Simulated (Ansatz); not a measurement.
# The (210) surface of germanium in its 1x1 cell, relaxed from an ideal cut (the real face may reconstruct), outermost plane spacing 0.64 Å in the ideal cut, from a spin-polarised start

Level of theory: PBE (plane waves to 420 eV, PAW; Ansatz, a first-principles code).

Model: 18-atom slab, 10.9 Å thick at the start, 5x4x1 mesh, Fermi-Dirac 0.025 eV, dipole correction, all atoms relaxed; start symmetry kept, larger cells not searched; spin-polarised from one start with parallel moments (other orders not tried), no spin-orbit, no U. The slab shows no gap over 0.04 eV on its mesh. The starting moment vanished.

The surface energy (mean of both faces) comes out as 59 meV/Å². The surface energy before relaxation is 1.34 J/m², the work function of the top face comes out as 4.31 eV and the energy released by relaxation is 1.83 eV. The cost is about 70 core-minutes (a rough figure).
